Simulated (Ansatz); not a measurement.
The starting structures come from a database of crystals and need not be the phases stable at ambient conditions.

 Where the default PAW files enter, the runs use the earlier of Ansatz's two default sets.

Tunnelling through a barrier is set by its complex band structure: the current falls as exp(−2κd) with the smallest κ.

Here is the system:

```xyz
10
Lattice="4.4344 0.0000 0.0000 1.6667 5.9950 0.0000 0.0000 0.0000 5.3232" Properties=species:S:1:pos:R:3 pbc="T T T"
La     4.1121     4.2125     3.9924
La     1.9890     1.7825     1.3308
As     4.3309     0.8715     3.9924
As     1.7702     5.1234     1.3308
O      1.6586     0.7170     3.9924
O      4.4425     5.2780     1.3308
O      4.1496     2.0496     2.6762
O      1.9515     3.9454     2.6471
O      1.9515     3.9454     0.0145
O      4.1496     2.0496     5.3087
```

Space group of this cell: P2_1/m. The cell is taken as given; by PBEsol its mean pressure is -1.9 GPa.

Transport runs along the normal of the first two printed cell vectors.

The gap is the functional's own. No spin-orbit coupling. Mid-gap values are interpolated on the energy grid.

Task: Estimate the band gap and the smallest decay constant κ at mid-gap that PBEsol (Ansatz, a first-principles code) returns for this system.

Result: Gap 2.71 eV on a 8×6×6 mesh; κ = 0.373 1/Å, at (0.500, 0.500) of the in-plane reciprocal vectors. At the zone centre, at the nearest computed energy, the slowest state has κ = 0.44 1/Å.
